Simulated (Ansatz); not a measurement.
A computed series for BaTiO3: response to strain

Take BaTiO3 in the cubic perovskite structure (space group Pm-3m, No. 221; a = 3.970 Å) as the base. Axes: x, y, z lie along the cube axes.

Strains are applied to the cell and any free atomic positions relax; under biaxial strain the out-of-plane vector relaxes too.

Level of theory: DFT with PBEsol, PAW potentials and a 420 eV plane-wave cutoff in Ansatz (a first-principles code), no spin-orbit coupling.

Notes on the quantities. energy relative to the base: free energy F; in-plane stress: mean in-plane stress (compression positive).

```json
[
 {"change": "base", "energy relative to the base": "0 meV/atom", "in-plane stress": "–", "ratio −ε⊥/ε∥": "–"},
 {"change": "biaxial strain −3.00 %, plane normal [001], relaxed out of plane", "energy relative to the base": "(withheld)", "in-plane stress": "(withheld)", "ratio −ε⊥/ε∥": "(withheld)"},
 {"change": "biaxial strain −2.40 %, plane normal [001], relaxed out of plane", "energy relative to the base": "+17 meV/atom", "in-plane stress": "+9.7 GPa", "ratio −ε⊥/ε∥": "0.74"},
 {"change": "biaxial strain −1.80 %, plane normal [001], relaxed out of plane", "energy relative to the base": "+9.4 meV/atom", "in-plane stress": "+7.0 GPa", "ratio −ε⊥/ε∥": "0.73"},
 {"change": "biaxial strain −1.20 %, plane normal [001], relaxed out of plane", "energy relative to the base": "+4.1 meV/atom", "in-plane stress": "+4.5 GPa", "ratio −ε⊥/ε∥": "0.72"},
 {"change": "biaxial strain −0.60 %, plane normal [001], relaxed out of plane", "energy relative to the base": "+1.0 meV/atom", "in-plane stress": "+2.2 GPa", "ratio −ε⊥/ε∥": "–"}
]
```

Question: What belongs in the blanks?

Answer: 
- biaxial strain −3.00 %, plane normal [001], relaxed out of plane, energy relative to the base: +28 meV/atom
- biaxial strain −3.00 %, plane normal [001], relaxed out of plane, in-plane stress: +12.5 GPa
- biaxial strain −3.00 %, plane normal [001], relaxed out of plane, ratio −ε⊥/ε∥: 0.76

Whether these cells are dynamically stable was not tested. All final runs are without spin polarisation. Many cubic perovskites are stable only at high temperature; tilts and polar distortions were not tested. This is not the structure that BaTiO3 has at room temperature and ambient pressure.
